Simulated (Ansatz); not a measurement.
Base system: GaSb in the zinc blende structure (space group F-43m, No. 216; a = 6.132 Å).

The values are results of Ansatz (a program for electronic structure), r2SCAN, PAW, cutoff 500 eV, spin-orbit coupling left out, not measurements.

One change was made to it. Results:

```csv
quantity,base,after
"hole mass (degenerate bands, along [100])","0.023, 0.26, 0.26 mₑ (at Γ)","0.047, 0.24, 0.24 mₑ (at Γ)"
width of the top valence band,3.21 eV,3.55 eV
"valley order (the lowest conduction-band minima on the path, energy above the VBM, named in the base's zone)","Γ 0.41 eV; L along ⟨111⟩ 0.68 eV; a point along ⟨100⟩, about 0.9 Å⁻¹ from Γ 1.10 eV","L along ⟨111⟩ 0.85 eV; Γ 0.96 eV; a point along ⟨100⟩, about 0.9 Å⁻¹ from Γ 1.00 eV"
lattice parameter a,6.132 Å,5.989 Å
```

Name the change that was made.
A) pressure 9 GPa
B) pressure 4.5 GPa
C) pressure 2.1 GPa
D) pressure 30 GPa

B, pressure 4.5 GPa. For comparison, the valley order in the other runs: pressure 2.1 GPa gives Γ 0.69 eV; L along ⟨111⟩ 0.77 eV; a point along ⟨100⟩, about 0.9 Å⁻¹ from Γ 1.05 eV; pressure 9 GPa gives a point along ⟨100⟩, about 0.8 Å⁻¹ from Γ 0.91 eV; L along ⟨111⟩ 0.99 eV; Γ 1.40 eV; pressure 30 GPa gives a point along ⟨100⟩, about 0.8 Å⁻¹ from Γ 0.54 eV; L along ⟨111⟩ 1.43 eV.

Spin-orbit coupling, missing from the scalar runs, can matter with Sb. The levels and masses belong to the bands next to the band gap. Load acts through the strain it causes; cell and atoms are relaxed under it. Masses are band curvatures over ±0.01 Å⁻¹ around the edge. Whether these cells are dynamically stable was not tested. Tetrahedral semiconductors of this kind turn to denser phases somewhere between about 1 and 50 GPa; those were not computed, so compressed cells here can lie past the real transition.
